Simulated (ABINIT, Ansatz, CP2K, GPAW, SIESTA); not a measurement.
## One structure in several programs: ZrZn (Pm-3m, 2 atoms in the cell)

Self-consistent single point.

```xyz
2
Lattice="3.2605 0.0000 0.0000 0.0000 3.2605 0.0000 0.0000 0.0000 3.2605" Properties=species:S:1:pos:R:3 pbc="T T T"
Zr     1.6302     1.6302     1.6302
Zn     0.0000     0.0000     0.0000
```

Shared settings, as Ansatz (an electronic-structure program) writes them: kpoints.mp_grid.grid = 7 7 7; scf.occupations.method = fermi_dirac; scf.occupations.width = 0.0073 Ry. Potentials and cutoffs stand in the table.

```csv
code,model,pressure (GPa),cutoff
CP2K,"LDA (Pade form), GPW, DZVP-MOLOPT-SR-GTH basis, GTH-PADE potentials (GTH_POTENTIALS)",0.19,grid 600 Ry
SIESTA,"LDA PW92, numerical atomic orbitals DZP, PseudoDojo LDA standard norm-conserving potentials (rewritten from UPF to PSML)",-4.16,grid 400 Ry
ABINIT,"LDA (PW92), PAW (JTH v2.0 LDA PAW)",-0.31,30 Ha
GPAW,"LDA (Perdew-Wang 92), GPAW PAW datasets LDA (gpaw-data 1.0.1)",-0.63,850 eV
Ansatz,"LDA (PW92), PAW files made with PBE",-0.18,default
```

The spread over the programs that give each value: pressure within 4.35 GPa.

CP2K and SIESTA use small atom-centred bases, whose incompleteness enters pressures, forces and empty levels differently from a plane-wave cutoff. Ansatz's pressure is given at a fixed set of plane waves, as the other plane-wave codes print theirs. In the pressure, SIESTA (by 3.85) lies more than 1 GPa from the median of the plane-wave programs.

The starting cell comes from a database of computed structures (which also holds hypothetical and non-ambient phases and stackings), without a prior relaxation at this level. Its lattice was rescaled by a random factor within 2.5 % of one.

Left out of this page: Elk and FLEUR (not drawn, or without a comparable value).

Keys are those of Ansatz 0.2.
